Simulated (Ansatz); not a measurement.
The starting structures come from a database of crystals and need not be the phases stable at ambient conditions.

Input:

```xyz
12
Lattice="5.1753 0.0000 0.0000 0.0000 5.1753 0.0000 0.0000 0.0000 5.1753" Properties=species:S:1:pos:R:3 pbc="T T T"
Sn     0.0000     2.5876     2.5876
Sn     2.5876     2.5876     0.0000
Sn     2.5876     0.0000     2.5876
Sn     0.0000     0.0000     0.0000
O      3.4214     4.3415     4.3415
O      1.7539     0.8337     0.8337
O      4.3415     0.8337     1.7539
O      0.8337     4.3415     3.4214
O      0.8337     3.4214     0.8337
O      4.3415     1.7539     4.3415
O      1.7539     1.7539     3.4214
O      3.4214     3.4214     1.7539
```

Space group of this cell: Pa-3. The cell is taken as given; by r2SCAN its mean pressure is -9.0 GPa.

Level of theory: r2SCAN (plane waves, PAW; Ansatz, a program for electronic structure).

The current runs along the normal of the first two printed vectors; no spin-orbit coupling. Scaled by the factor s: all lengths (ions clamped). Meshes 6×6×6 and 6×6 across the current in all rows.

```
s     mean pressure (GPa)  slowest mid-gap decay constant κ (1/Å)
----  -------------------  --------------------------------------
0.98                  4.2                                       ?
1.00                 -9.0                                   0.115
1.02                -18.6                                   0.068
```

**Question.** Take the slope of the slowest mid-gap decay constant κ against ln s from the two given rows, extrapolate to s = 0.98, and say what the run there gives.

**Answer.** Slope = (0.068 − 0.115) / ln 1.02 = -2.37 1/Å. The line gives 0.115 + (-2.37) × ln 0.98 = 0.163 1/Å. The run gives 0.163 1/Å, as the line does.
